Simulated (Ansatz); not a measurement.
The starting structures come from a database of crystals and need not be the phases stable at ambient conditions.

The decay constant κ of evanescent states in the gap governs leakage through a thin film.

Given:

```
CELL_PARAMETERS angstrom
      5.81600     0.00000     0.00000
      0.00000     7.15126     0.00000
      0.00000     1.48218     4.46970
ATOMIC_POSITIONS crystal
  K  0.25000 0.71064 0.15647
  K  0.75000 0.28936 0.84353
  S  0.25000 0.18462 0.39945
  S  0.75000 0.81538 0.60055
  O  0.46022 0.30758 0.33454
  O  0.53978 0.69242 0.66546
  O  0.96022 0.69242 0.66546
  O  0.03978 0.30758 0.33454
  F  0.75000 0.88297 0.19105
  F  0.25000 0.11703 0.80895
```

Space group of this cell: P2_1/m. The cell is taken as given; by r2SCAN its mean pressure is -2.5 GPa.

Transport runs along the normal of the first two printed cell vectors.

No gap correction and no spin-orbit coupling; mid-gap values are interpolated between computed energies.

Task: Estimate the band gap and the smallest decay constant κ at mid-gap that Ansatz (a quantum-chemistry and plane-wave program) with r2SCAN returns for this system.

Result: Gap 4.39 eV on a 6×6×8 mesh; κ = 0.464 1/Å, at the zone centre.
